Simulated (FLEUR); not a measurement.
Input and output of a self-consistent single point for Nb (Im-3m, 1 atom in the cell) (FLEUR).

Method of the run: PBE, all-electron FLAPW (FLEUR), scalar-relativistic valence.

The change in words: lattice scaled by 0.98. Reference geometry:
```
Nb
1.0
   -1.65881     1.65881     1.65881
    1.65881    -1.65881     1.65881
    1.65881     1.65881    -1.65881
Nb
1
Direct
  0.00000   0.00000   0.00000
```

Reference input (self-consistent single point, DFT, PBE, all-electron FLAPW (FLEUR), scalar-relativistic valence): Kmax = 4 1/bohr; GmaxXC = 20 1/bohr; xcFunctional = pbe; jspins = 1; l_soc = F; mode = gauss; fermiSmearingEnergy = 0.00367493 Htr; mesh (inpgen div1-3) = 9 9 9; inpgen gamma flag = false; Gmax = 20 1/bohr; numbands = 0; maxIterBroyd = 15. This run's input differs from it in these lines:

```diff
@@ -3,5 +3,5 @@
 &input film=f /
--1.6588150000 1.6588150000 1.6588150000
-1.6588150000 -1.6588150000 1.6588150000
-1.6588150000 1.6588150000 -1.6588150000
+-1.6256390000 1.6256390000 1.6256390000
+1.6256390000 -1.6256390000 1.6256390000
+1.6256390000 1.6256390000 -1.6256390000
 1.8897261246
@@ -42,5 +42,5 @@
          <bravaisMatrix>
-            <row-1>   -3.1347060413783487     3.1347060413783487     3.1347060413783487</row-1>
-            <row-2>    3.1347060413783487    -3.1347060413783487     3.1347060413783487</row-2>
-            <row-3>    3.1347060413783487     3.1347060413783487    -3.1347060413783487</row-3>
+            <row-1>   -3.0720124874686192     3.0720124874686192     3.0720124874686192</row-1>
+            <row-2>    3.0720124874686192    -3.0720124874686192     3.0720124874686192</row-2>
+            <row-3>    3.0720124874686192     3.0720124874686192    -3.0720124874686192</row-3>
          </bravaisMatrix>
```

Output, abridged:

```
 Iteration:     1   Distance:      11.55122740 me/bohr^3
 Iteration:     2   Distance:      10.62113743 me/bohr^3
 Iteration:     3   Distance:       4.32328484 me/bohr^3
 Iteration:     4   Distance:       2.12762608 me/bohr^3
 Iteration:     5   Distance:       1.27819370 me/bohr^3
   [... 5 lines left out ...]
 Iteration:    11   Distance:       0.00082166 me/bohr^3
 Iteration:    12   Distance:       0.00005462 me/bohr^3
 Iteration:    13   Distance:       0.00004228 me/bohr^3
 Iteration:    14   Distance:       0.00000076 me/bohr^3
 Run finished successfully
 Stop message:
   Structural relaxation: Done

[file out, last iteration]
             iter=     15
[...]
          total density-effective poten   -6.2128349852E+03
          total charge density-energy d   -1.1912979131E+02
 Updated energy parameters for spin:           1
[...]
 fermi energy and band-weighting factors:
    0.726366    0.925093    0.925093

[...]
FERMIE:
          first approx. to ef    (T=0)  :   0.538498 htr   (energy of the highest occ. eigenvalue)
          number of occ. states  (T=0)  :        224
          first approx. to seigv (T=0)  :  -3.972968 htr
          sum of weights of occ. states :   6.500686
          sum of semicore charge        :   0.000000 e
          fermi energy=   0.53792 har   work function= -14.63747 ev
          number of valence electrons=  13.00001
   [... lines left out ...]
          total moment                 =     0.00000
 Direct bandgap for spin            1 :    4.9700274336613059E-002  Htr
   [... lines left out ...]
 ---->    (input%tkb*entropy) TS=              0.0000000000 htr
 ---->    free energy=                     -3820.4733955922 htr
      extrapolation for T->0
 ---->    total electron energy=           -3820.4733955922 htr
 ***** TOTAL FORCES ON ATOMS *****
 TOTAL FORCE FOR ATOM TYPE=  1  X=  0.000   Y=  0.000   Z=  0.000
                       FX_TOT= 0.000000 FY_TOT= 0.000000 FZ_TOT= 0.000000
 Structural relaxation: Done
```

The run converged in 14 iterations. FLEUR gives forces in its relaxation mode, with a further iteration, so its stop message speaks of a relaxation. Against the reference run the total energy rises by 27.3 meV/atom.

The starting cell comes from a database of computed structures (which also holds hypothetical and non-ambient phases and stackings), without a prior relaxation at this level. For this run, on top of that: lattice scaled by 0.98. Spin polarisation is off. Values depend on the basis (sphere radii, cutoffs, local orbitals), which need not be converged. The log's line on a gap gives a spacing of levels on this mesh, which the program prints for metals too.
